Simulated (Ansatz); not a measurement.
Consider BP in the zinc blende structure (space group F-43m, No. 216; a = 4.520 Å). Axes: x, y, z lie along the cube axes.

Computed with PBEsol, PAW, 420 eV (Ansatz, an electronic-structure program; no spin-orbit coupling).

For the base:

The valence-band top at Γ is 0.00, 0.00, 0.00 eV.

One thing is altered: tensile biaxial strain of 3.00 % in the plane normal to [001], as in epitaxy on a mismatched substrate; the out-of-plane cell vector and the atoms relax.

**Question.** What does the calculation give for the in-plane stress and valence-band top at Γ after the change?

**Answer.** The mean in-plane stress (compression positive) amounts to -10.5 GPa; the valence-band top at Γ (three highest levels, from the VBM) becomes 0.00, -0.40, -0.40 eV (base: 0.00, 0.00, 0.00 eV).

The levels and masses belong to the bands next to the band gap. Stability against distortions was not tested.
